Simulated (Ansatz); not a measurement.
Candidates (primitive cells; geometry: cell and atoms relaxed with PBEsol):
A. Cs2S3 (Cmc2_1), a = b = 6.6679 Å, c = 7.9529 Å, α = β = 90.00°, γ = 110.86°
B. CsH (Fm-3m), a = 4.422 Å, b = 4.422 Å, c = 4.422 Å, α = 60.00°, β = 60.00°, γ = 60.00°
C. CsCl (Pm-3m), a = b = c = 4.069 Å, α = β = γ = 90.00°

Q: Order them by hole conductivity mass (lowest first) at the level r2SCAN, rigid bands (Ansatz, an electronic-structure program).

A: B (0.76 mₑ), C (3.2 mₑ), A (7.2 mₑ)

Masses are for dilute carriers at 300 K, harmonic means over directions unless an axis is named. Spin-orbit coupling is left out.

Formula and space group known from diffraction (Crystallography Open Database), not checked to be the room-temperature form: Cs2S3 (Cmc2_1), CsH (Fm-3m).
